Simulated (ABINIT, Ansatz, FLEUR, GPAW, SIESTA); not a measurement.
**One structure in several programs: Ti₆O (P-31m, 7 atoms in the cell)**

Self-consistent single point.

```yaml
crystal:
  lattice:
    - [5.10479, 0.00000, 0.00000]
    - [-2.55240, 4.42088, 0.00000]
    - [0.00000, 0.00000, 4.73055]
  atoms:
    - { symbol: Ti, position: [0.66886, 0.66886, 0.26073] }
    - { symbol: Ti, position: [0.33114, 0.33114, 0.73927] }
    - { symbol: Ti, position: [0.33114, 0.00000, 0.26073] }
    - { symbol: Ti, position: [0.66886, 0.00000, 0.73927] }
    - { symbol: Ti, position: [0.00000, 0.33114, 0.26073] }
    - { symbol: Ti, position: [0.00000, 0.66886, 0.73927] }
    - { symbol: O, position: [0.00000, 0.00000, 0.00000] }
```

Shared settings, as Ansatz (an electronic-structure program) writes them: kpoints.mp_grid.grid = 5 5 5; scf.occupations.method = gaussian; scf.occupations.width = 0.05 eV. Potentials and cutoffs stand in the table.

```json
[
 {"code": "Ansatz", "model": "LDA (PW92), PAW files made with PBE", "pressure (GPa)": "-8.98", "largest force (eV/Å)": "0.210", "cutoff": "default"},
 {"code": "GPAW", "model": "LDA (Perdew-Wang 92), GPAW PAW datasets LDA (gpaw-data 1.0.1)", "pressure (GPa)": "–", "largest force (eV/Å)": "0.162", "cutoff": "950 eV"},
 {"code": "FLEUR", "model": "LDA (Perdew-Zunger), all-electron FLAPW (FLEUR), scalar-relativistic valence", "pressure (GPa)": "–", "largest force (eV/Å)": "0.205", "cutoff": "Kmax 4.5 1/bohr"},
 {"code": "SIESTA", "model": "LDA PW92, numerical atomic orbitals DZP, PseudoDojo LDA standard norm-conserving potentials (rewritten from UPF to PSML)", "pressure (GPa)": "-10.86", "largest force (eV/Å)": "0.191", "cutoff": "grid 300 Ry"},
 {"code": "ABINIT", "model": "LDA (PW92), PAW (JTH v2.0 LDA PAW)", "pressure (GPa)": "-8.64", "largest force (eV/Å)": "0.202", "cutoff": "816 eV"}
]
```

A dash marks a value that a program does not give, or that is left out as unsure.

On Ansatz's run: spin polarisation is off, so a magnetic state, if there is one, cannot be reached.

The spread over the programs that give each value: pressure within 2.22 GPa; largest force within 0.048 eV/Å.

SIESTA uses small atom-centred bases, whose incompleteness enters pressures, forces and empty levels differently from a plane-wave cutoff. FLEUR treats all electrons, but the usual bases taken here (sphere radii, linearisation, local orbitals, empty states) were not tested for convergence, so the values are no reference for the others. Ansatz's pressure is given at a fixed set of plane waves, as the other plane-wave codes print theirs; with its correction for the finite basis it is -8.85 GPa. The pressure of GPAW is left out: its cutoff lies under the one at which its stress was checked. In the pressure, SIESTA (by 2.04) lies more than 1 GPa from the median of the plane-wave programs.

The starting cell comes from a database of computed structures (which also holds hypothetical and non-ambient phases and stackings), without a prior relaxation at this level.

Left out of this page: Elk (not drawn, or without a comparable value).

Keys are those of Ansatz 0.2.
